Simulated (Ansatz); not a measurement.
## Response to strain in SnTe

Consider SnTe in the rock salt structure (space group Fm-3m, No. 225; a = 6.370 Å). Axes: x, y, z lie along the cube axes.

Strains are applied to the cell and any free atomic positions relax; under biaxial strain the out-of-plane vector relaxes too.

Calculations: r2SCAN/PAW in Ansatz (a quantum-chemistry and plane-wave program), no spin-orbit coupling.

Candidates:
(a) strain tensor (xx, yy, zz, yz, xz, xy) = (+1.27, +0.82, −0.71, +1.22, +0.28, +0.02) %
(b) biaxial strain −3.24 %, plane normal [111], relaxed out of plane
(c) uniaxial strain ε_yy = −0.85 %
(d) biaxial strain +1.55 %, plane normal [001], relaxed out of plane

Notes on the quantities. energy relative to the base: free energy F.

Question: Order them by energy relative to the base, lowest first.

Answer: (c) uniaxial strain ε_yy = −0.85 % (+1.0 meV/atom), (a) strain tensor (xx, yy, zz, yz, xz, xy) = (+1.27, +0.82, −0.71, +1.22, +0.28, +0.02) % (+4.6 meV/atom), (d) biaxial strain +1.55 %, plane normal [001], relaxed out of plane (+5.9 meV/atom), (b) biaxial strain −3.24 %, plane normal [111], relaxed out of plane (+15 meV/atom)

Stability against distortions was not tested. The final runs are not spin-polarised.
